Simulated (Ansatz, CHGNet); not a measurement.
For HfO2 (model structure, started from the 3R-MoS2 type, R3m, No. 160, 3 atoms in the cell), the machine-learned potential CHGNet 0.3.0 (trained on PBE and PBE+U data) gives:

* **lattice constant a**: 3.106 Å
* **c axis length**: 17.683 Å

Task: What does r²SCAN+rVV10 (plane waves, PAW; Ansatz, a quantum-chemistry and plane-wave program) give for the same quantities?

Result: 
- lattice constant a: 3.097 Å (shrinks by 0.3 %)
- lattice parameter c: 14.126 Å (decreases by 20 %)

Changes are worked out from the printed values.

Unless a cell is named, each level is at its own relaxed cell (CHGNet 0.3.0 16.41, r²SCAN+rVV10 13.04 Å³/atom).

Levels without +SOC leave out spin–orbit coupling, which shifts energies and cells of such heavy elements.

Caveats: the cell has another shape than the first-principles one, perhaps another minimum in the same group (CHGNet 0.3.0); the cell moved over 20 % in volume from its start (CHGNet 0.3.0). Ansatz's density-functional and Hartree–Fock values are scalar-relativistic unless marked +SOC, with PAW data made under PBE.

A model structure was made by putting elements into a prototype or built by hand; it is no filed structure, need not be a known phase, and can be a saddle point held by its symmetry.
